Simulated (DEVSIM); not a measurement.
Device: Schottky contact on n-type GaN, at 250 K.

Layer 1 from the left is GaN, thickness (μm) 1.80, Nd (cm⁻³) 1.6e17, τn (s) 5.7e-8, τp (s) 5.7e-8.

Left contact: Schottky, work function 5.4 eV, emission velocity 3.9e6 cm/s. Right contact: ohmic. Voltage is applied to the left contact. Recombination: SRH at mid-gap, radiative, Auger. Mobility is μmin + (μ − μmin)/(1 + (N/Nref)^α).

The device is made up for the run: typed textbook-type constants, with dimensions and the other settings drawn at random. Values at 300 K; Nc and Nv go as T^1.5, mobilities as T to minus their exponent, the gap by Varshni's rule with the affinity fixed.

GaN: gap (eV) 3.43, affinity (eV) 4.1, permittivity 9.5, Nc (cm⁻³) 2.3e18, Nv (cm⁻³) 4.6e19, μn (cm²/Vs) 1200, μp (cm²/Vs) 100, μn,min 55, μp,min 3, Nref,n 2e17, Nref,p 3e17, αn 1, αp 2, T exponent of μn 1.5, T exponent of μp 2, B (cm³/s) 1e-11, Cn (cm⁶/s) 1e-30, Cp (cm⁶/s) 1e-30, Varshni α (eV/K) 0.00091, Varshni β (K) 830.

**Question.** Estimate by hand the built-in potential, the peak field at zero bias, the capacitance at -3 V, and compare with a numerical solution.

**Answer.** 
- Built-in potential: barrier φB = 1.300 eV; Vbi = φB − kT/q ln(N_band/N) = 1.248 V; numerical 1.248 V.
- Peak field at zero bias: depletion approximation: W = √(2εVbi/(qN)) = 0.0905 μm with N = 1.60e17 cm⁻³; field = 2Vbi/W = 276000 V/cm; numerical 272000 V/cm (estimate above by 1.4 %).
- Capacitance at -3 V: C = √(qεN / 2(Vbi + |V|)) = 50.4 nF/cm²; numerical 50.5 nF/cm².

DEVSIM, 1D drift-diffusion, Boltzmann statistics, complete ionisation; no tunnelling, impact ionisation, image-force lowering or self-heating. Metal contacts follow the ideal Schottky-Mott rule: no Fermi-level pinning, no interface dipoles.
